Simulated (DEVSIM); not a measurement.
System: illuminated Ge p-on-n cell, one wavelength, with a back-surface field, at 400 K.

Layer 1 from the left is Ge, thickness (μm) 0.0760, Na (cm⁻³) 1.4e18, τn (s) 3.6e-6, τp (s) 5.9e-5, absorption coefficient (cm⁻¹) 16000. Layer 2 from the left is Ge, thickness (μm) 280, Nd (cm⁻³) 3.9e15, τn (s) 0.00014, τp (s) 0.00014, absorption coefficient (cm⁻¹) 16000. Layer 3 from the left is Ge, thickness (μm) 0.590, Nd (cm⁻³) 1e18, τn (s) 0.00014, τp (s) 0.00014, absorption coefficient (cm⁻¹) 16000.

Left contact: ohmic, minority electron recombination velocity 1e6 cm/s. Right contact: ohmic, minority hole recombination velocity 2000 cm/s. Voltage is applied to the left contact. Recombination: SRH at mid-gap, radiative, Auger. Light enters at the left, 8.3e17 photons cm⁻² s⁻¹, one pass, no reflection. Mobility is constant in doping.

The device is made up for the run: typed textbook-type constants, with dimensions and the other settings drawn at random. Values at 300 K; Nc and Nv go as T^1.5, mobilities as T to minus their exponent, the gap by Varshni's rule with the affinity fixed.

Ge: gap (eV) 0.664, affinity (eV) 4, permittivity 16, Nc (cm⁻³) 1.04e19, Nv (cm⁻³) 6e18, μn (cm²/Vs) 3900, μp (cm²/Vs) 1900, T exponent of μn 1.66, T exponent of μp 2.33, B (cm³/s) 6.4e-14, Cn (cm⁶/s) 1e-31, Cp (cm⁶/s) 1e-31, Varshni α (eV/K) 0.000477, Varshni β (K) 235.

Model (solved in DEVSIM): 1D drift-diffusion, Boltzmann statistics, complete ionisation; no tunnelling, impact ionisation, image-force lowering or self-heating.

Q: What does the simulation give for the dark forward voltage at 1 A/cm², the potential step across the device at zero bias?

A: dark forward voltage at 1 A/cm² 0.073 V; potential step across the device at zero bias 0.463 V.
